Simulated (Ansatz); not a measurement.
The reference is HgS in the zinc blende structure (space group F-43m, No. 216; a = 5.876 Å).

The values are results of Kohn–Sham DFT with the PBEsol functional, run in Ansatz (a quantum-chemistry and plane-wave program) with PAW and 420 eV plane waves, without spin-orbit coupling, not measurements.

For the base:

```
Property   Result
--------  -------
Pressure  0.0 GPa
Band gap     zero
```

Perturbation: an isotropic linear strain of −1.50 %, atoms relaxed at fixed cell.

How does this affect the energy relative to the base?

The energy rises by 10 meV/atom.

Predict the new pressure.

The pressure goes from zero to 3.1 GPa.

How does this affect the band gap?

The band gap is still zero.

With Hg present, leaving out spin-orbit coupling can change the band edges. Stability against distortions was not tested. The final runs are not spin-polarised. A zero or small gap of HgS can be the functional's error rather than a property of the material.
